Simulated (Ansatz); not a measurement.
## Carrier properties of Ge (Fd-3m)

Given:

```
CELL_PARAMETERS angstrom
      0.00000     2.83796     2.83796
      2.83796     0.00000     2.83796
      2.83796     2.83796     0.00000
ATOMIC_POSITIONS crystal
  Ge 0.50000 0.50000 0.50000
  Ge 0.75000 0.75000 0.75000
```

Computed with HSE06, rigid bands (plane waves, PAW, scalar-relativistic; Ansatz, a program for electronic structure). Geometry: cell and atoms relaxed with PBEsol.

```
Quantity                                           Result
--------------------------------------------  -----------
band gap                                          0.77 eV
electron conductivity mass (300 K, dilute)       0.121 mₑ
effective density of states N_c (300 K)       9.4e18 cm⁻³
density-of-states mass, electrons                 0.52 mₑ
Seebeck coefficient, n-type 1e19 cm⁻³, 300 K    -226 μV/K
```

Rigid bands; masses and Seebeck coefficients take one relaxation time τ for all states and one kind of carrier; polarons and phonon drag are left out. Spin-orbit coupling is left out. Geometry: cell and atoms relaxed with PBEsol.
